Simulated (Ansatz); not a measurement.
The parent structure is Cs2AgBiBr6 (space group Fm-3m, No. 225).

```
CELL_PARAMETERS angstrom
      0.00000     5.59369     5.59369
      5.59369     0.00000     5.59369
      5.59369     5.59369     0.00000
ATOMIC_POSITIONS crystal
  Bi 0.00000 0.00000 0.00000
  Ag 0.50000 0.50000 0.50000
  Cs 0.25000 0.25000 0.25000
  Cs 0.75000 0.75000 0.75000
  Br 0.25391 0.74609 0.25391
  Br 0.25391 0.74609 0.74609
  Br 0.74609 0.25391 0.74609
  Br 0.74609 0.25391 0.25391
  Br 0.25391 0.25391 0.74609
  Br 0.74609 0.74609 0.25391
```

Cartesian axes are those of the cell as printed.

Calculations: PBEsol (Ansatz, a quantum-chemistry and plane-wave program), without spin-orbit coupling.

Strains are applied to the cell and any free atomic positions relax; under biaxial strain the out-of-plane vector relaxes too.

One change was made to it. Results:

| quantity | base | after |
|---|---|---|
| energy relative to the base (free energy F) | 0 meV/atom | +1.1 meV/atom |
| electron mass | 0.36 mₑ along k, 0.25 mₑ across (at L) | 0.36 mₑ along k, 0.25 mₑ across (at L) |
| band gap | 1.10 eV | 1.07 eV |
| volume per atom | 35.00 Å³ | 34.66 Å³ |

Problem. Which change produced these results?
A) biaxial strain −1.88 %, plane normal [111], relaxed out of plane
B) biaxial strain −1.25 %, plane normal [111], relaxed out of plane
C) biaxial strain −2.50 %, plane normal [111], relaxed out of plane
D) biaxial strain −0.63 %, plane normal [111], relaxed out of plane

Solution. B, biaxial strain −1.25 %, plane normal [111], relaxed out of plane. For comparison, the volume per atom in the other runs: biaxial strain −0.63 %, plane normal [111], relaxed out of plane gives 34.83 Å³; biaxial strain −1.88 %, plane normal [111], relaxed out of plane gives 34.48 Å³; biaxial strain −2.50 %, plane normal [111], relaxed out of plane gives 34.31 Å³.

Spin-orbit coupling, missing from the scalar runs, can matter with Bi. Effective masses come from finite differences of ±0.01 Å⁻¹. Along k means along the line from Γ to the band edge. Stability against distortions was not tested.
